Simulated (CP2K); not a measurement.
Input and output of a self-consistent single point for SiO₂ (P4_12_12, 12 atoms in the cell) (CP2K).

Computed with CP2K with PBE, GPW, DZVP-MOLOPT-SR-GTH basis, GTH-PBE potentials (GTH_POTENTIALS).

The change in words: lattice scaled by 1.03. Reference geometry:
```yaml
crystal:
  lattice:
    - [5.11697, 0.00000, 0.00000]
    - [0.00000, 5.11697, 0.00000]
    - [0.00000, 0.00000, 7.10658]
  atoms:
    - { symbol: Si, position: [0.69866, 0.69866, 0.50000] }
    - { symbol: Si, position: [0.80134, 0.19866, 0.75000] }
    - { symbol: Si, position: [0.30134, 0.30134, 0.00000] }
    - { symbol: Si, position: [0.19866, 0.80134, 0.25000] }
    - { symbol: O, position: [0.89357, 0.76139, 0.32011] }
    - { symbol: O, position: [0.73861, 0.39357, 0.57011] }
    - { symbol: O, position: [0.10643, 0.23861, 0.82011] }
    - { symbol: O, position: [0.26139, 0.60643, 0.07011] }
    - { symbol: O, position: [0.39357, 0.73861, 0.42989] }
    - { symbol: O, position: [0.23861, 0.10643, 0.17989] }
    - { symbol: O, position: [0.60643, 0.26139, 0.92989] }
    - { symbol: O, position: [0.76139, 0.89357, 0.67989] }
```

Reference input (self-consistent single point, DFT PBE, GPW, DZVP-MOLOPT-SR-GTH basis, GTH-PBE potentials (GTH_POTENTIALS)): CUTOFF = 450 Ry; REL_CUTOFF = 50 Ry; SMEAR/METHOD = GAUSSIAN; SIGMA = 0.01 eV; KPOINTS/SCHEME = MACDONALD 5 5 4 0.1 0.1 0; XC_FUNCTIONAL = PBE; Si/BASIS_SET = DZVP-MOLOPT-SR-GTH-q4; Si/POTENTIAL = GTH-PBE-q4; O/BASIS_SET = DZVP-MOLOPT-SR-GTH-q6; O/POTENTIAL = GTH-PBE-q6; METHOD = GPW; EPS_DEFAULT = 1e-10. This run's input differs from it in these lines:

```diff
@@ -62,3 +62,3 @@
     &CELL
-      ABC 5.11696700 5.11696700 7.10658500
+      ABC 5.27047600 5.27047600 7.31978300
       ALPHA_BETA_GAMMA 90.00000000 90.00000000 90.00000000
@@ -67,14 +67,14 @@
     &COORD
-      Si       3.57502016     3.57502016     3.55329250
-      Si       4.10043034     1.01653666     5.32993875
-      Si       1.54194684     1.54194684     0.00000000
-      Si       1.01653666     4.10043034     1.77664625
-      O        4.57236820     3.89600750     2.27488892
-      O        3.77944300     2.01388470     4.05153517
-      O        0.54459880     1.22095950     5.82818142
-      O        1.33752400     3.10308230     0.49824267
-      O        2.01388470     3.77944300     3.05504983
-      O        1.22095950     0.54459880     1.27840358
-      O        3.10308230     1.33752400     6.60834233
-      O        3.89600750     4.57236820     4.83169608
+      Si       3.68227076     3.68227076     3.65989150
+      Si       4.22344324     1.04703276     5.48983725
+      Si       1.58820524     1.58820524     0.00000000
+      Si       1.04703276     4.22344324     1.82994575
+      O        4.70953924     4.01288772     2.34313574
+      O        3.89282628     2.07430124     4.17308149
+      O        0.56093676     1.25758828     6.00302724
+      O        1.37764972     3.19617476     0.51318999
+      O        2.07430124     3.89282628     3.14670151
+      O        1.25758828     0.56093676     1.31675576
+      O        3.19617476     1.37764972     6.80659301
+      O        4.01288772     4.70953924     4.97664726
     &END COORD
```

The program printed (abridged):

```
 SCF WAVEFUNCTION OPTIMIZATION

  Step     Update method      Time    Convergence         Total energy    Change
     1 NoMix/Diag. 0.20E+00      -     1.63579676      -144.3620151419 -1.44E+02
     2 Broy./Diag. 0.20E+00      -     0.14343272      -131.6005952340  1.28E+01
     3 Broy./Diag. 0.20E+00      -     0.14841833      -140.3384710346 -8.74E+00
     4 Broy./Diag. 0.20E+00      -     0.01151327      -145.4880753294 -5.15E+00
     5 Broy./Diag. 0.20E+00      -     0.01937050      -144.2814103260  1.21E+00
     6 Broy./Diag. 0.20E+00      -     0.00020484      -144.5398309063 -2.58E-01
     7 Broy./Diag. 0.20E+00      -     0.00080536      -144.5657592257 -2.59E-02
     8 Broy./Diag. 0.20E+00      -     0.00005482      -144.5716524259 -5.89E-03
     9 Broy./Diag. 0.20E+00      -     0.00007750      -144.5750113449 -3.36E-03
    10 Broy./Diag. 0.20E+00      -     0.00000715      -144.5749690403  4.23E-05
    11 Broy./Diag. 0.20E+00      -     0.00001339      -144.5749716551 -2.61E-06
    12 Broy./Diag. 0.20E+00      -     0.00000011      -144.5750036837 -3.20E-05
  *** SCF run converged in    12 steps ***

  Overlap energy of the core charge distribution:               0.00000002004838
  Self energy of the core charge distribution:               -373.24162634455507
  Core Hamiltonian energy:                                    103.88428503581228
  Hartree energy:                                             158.00256771306178
  Exchange-correlation energy:                                -33.22023010804963
  Smearing free energy correction:                              0.00000000000000
  Fermi energy:                                                 0.08628557386837

  Total energy:                                              -144.57500368368224
  Total energy (extrapolated to sigma->0):                   -144.57500368368224

   [... lines left out ...]

 STRESS| Analytical stress tensor [bar]
 STRESS|                        x                   y                   z
 STRESS|      x       -1.57868656858E+05  -6.24316206142E-02   1.82674664060E-04
 STRESS|      y       -6.24316206142E-02  -1.57868656857E+05   1.49008946905E-06
 STRESS|      z        1.82674664060E-04   1.49008946905E-06  -1.50178419598E+05
 STRESS| 1/3 Trace                                            -1.55305244437E+05
```

The run converged in 12 iterations. Against the reference run the free energy goes up by 101 meV/atom, the pressure goes from -6.22 to -15.53 GPa, the largest force goes from 0.347 to 0.972 eV/Å and the gap on the mesh goes from 6.299 to 5.163 eV.

The starting cell comes from a database of computed structures (which also holds hypothetical and non-ambient phases and stackings), without a prior relaxation at this level. Its lattice was rescaled by a random factor within 2.5 % of one. For this run, on top of that: lattice scaled by 1.03. Values carry the incompleteness of an atom-centred basis.

Cost on one core of a shared machine: roughly 30 s.
